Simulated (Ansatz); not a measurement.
Converging the plane-wave cutoff: MgPd (P4mm, 2 atoms in the cell)

```yaml
crystal:
  lattice:
    - [3.13960, 0.00000, 0.00000]
    - [0.00000, 3.13960, 0.00000]
    - [0.00000, 0.00000, 3.13960]
  atoms:
    - { symbol: Mg, position: [0.00000, 0.00000, 0.01593] }
    - { symbol: Pd, position: [0.50000, 0.50000, 0.50000] }
```

Level of theory: LDA (PW92), default PAW files made with PBE (plane waves; Ansatz, a first-principles code).

Base settings: basis.ecutwfc = 420 eV; kpoints.mp_grid.grid = 11 11 11; hamiltonian.xc = lda; hamiltonian.pseudopotentials = {kind: paw} (the program's default PAW files); scf.occupations.method = gaussian; scf.occupations.width = 0.1 eV.

The second cell is the first with its lattice scaled by 0.98.

The mesh stays at the base's, so the ladder's end is converged at best in this setting alone.

The first pressure column holds Ansatz's estimate of the finite-basis (Pulay) stress, which hides part of the cutoff error; the other is without it.

Only quantities that move along the ladder and can be compared are tabulated.

The count of work is k-points × plane waves × bands × iterations; it is no time. 

The starting cell comes from a database of computed structures (which also holds hypothetical and non-ambient phases and stackings), without a prior relaxation at this level. Its lattice was rescaled by up to half a per cent. One atom was moved a little off its site on purpose. Spin polarisation is off. In the base run, with a pressure of about -3 GPa the cell is away from its equilibrium volume at this level.

```tsv
basis.ecutwfc	free energy less the last step's (meV/atom)	energy of the compressed cell less the first (meV/atom)	pressure (GPa)	pressure without the Pulay estimate (GPa)	largest difference of a force vector from the last step's (eV/Å)	count of work / last
145 eV	45453.74	-319.36	-49.14	-1534.59	0.346	0.062
170 eV	19674.42	-84.19	9.57	-788.24	0.141	0.087
190 eV	9731.57	73.45	3.82	-450.61	0.030	0.091
210 eV	4732.42	20.02	-4.25	-253.24	0.079	0.088
230 eV	2277.06	-22.23	-4.35	-140.58	0.009	0.11
250 eV	1051.01	-5.53	-3.77	-75.76	0.015	0.11
295 eV	157.57	-2.75	-3.67	-18.22	0.006	0.16
335 eV	20.52	-0.72	-3.37	-6.05	0.001	0.19
380 eV	1.87	-1.17	-3.48	-3.66	0.000	0.21
420 eV	1.02	-1.26	-3.49	-3.50	0.000	0.27
460 eV	0.76	-1.26	-3.49	-3.51	0.000	0.32
505 eV	0.54	-1.28	-3.49	-3.50	0.000	0.35
565 eV	0.45	-1.29	-3.49	-3.50	0.000	0.41
630 eV	0.29	-1.29	-3.50	-3.51	0.000	0.50
735 eV	0.09	-1.31	-3.50	-3.50	0.000	0.59
840 eV	0.04	-1.31	-3.50	-3.50	0.000	0.76
1010 eV	0.00	-1.31	-3.50	-3.50	0.000	1.0
```

Coarsest basis.ecutwfc that holds the free energy within 5 meV/atom of the last step, with all finer ones: 380 eV, at 0.21 of the last step's count of work; the step before is off by 21 meV/atom.

Coarsest basis.ecutwfc that holds the pressure within 0.2 GPa of the last step, with all finer ones: 295 eV, at 0.16 of the last step's count of work; the step before is off by 0.27 GPa.

Coarsest basis.ecutwfc that holds the pressure without the Pulay estimate within 0.1 GPa of the last step, with all finer ones: 420 eV, at 0.27 of the last step's count of work; the step before is off by 0.16 GPa.

The energy difference between the two cells stays within 1 meV/atom of the last step's from 335 eV on, the total only from 460 eV on: much of the error is common to both cells and cancels.

At the lowest cutoff the pressure without the Pulay estimate lies 1530 GPa under the last step's, the usual sign of Pulay stress in an incomplete plane-wave basis.

Keys are those of Ansatz 0.2.
